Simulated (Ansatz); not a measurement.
The parent structure is CaF2 (space group Pmc2_1, No. 26; a = 3.470 Å, b = 4.105 Å, c = 5.876 Å; a cell from a computed database, its experimental status unchecked). Axes: x, y, z lie along a, b, c of the conventional cell.

Modification: biaxial strain +1.38 %, plane normal [001], relaxed out of plane (Cartesian); in-plane vectors clamped, the third vector and the atoms free.

Levels (all Ansatz, a quantum-chemistry and plane-wave program, PAW): PBEsol (420 eV, scalar-relativistic without spin-orbit coupling); r2SCAN (500 eV, no SOC).

The geometry is relaxed with PBEsol.

PBEsol band gap: 6.35 eV
PBEsol smallest direct gap: 6.78 eV
PBEsol pressure: -1.12 GPa

What does r2SCAN give at this geometry for the band gap, smallest direct gap and pressure?

The band gap grows by 0.79 eV to 7.14 eV; the smallest direct gap rises by 0.78 eV to 7.56 eV; the pressure goes up by 0.77 GPa, from -1.12 GPa to -0.35 GPa.

Single points use the geometry relaxed with PBEsol. Their cutoffs differ, which shifts pressures a little. Semilocal Kohn–Sham gaps tend to fall short of experiment. Whether these cells are dynamically stable was not tested.
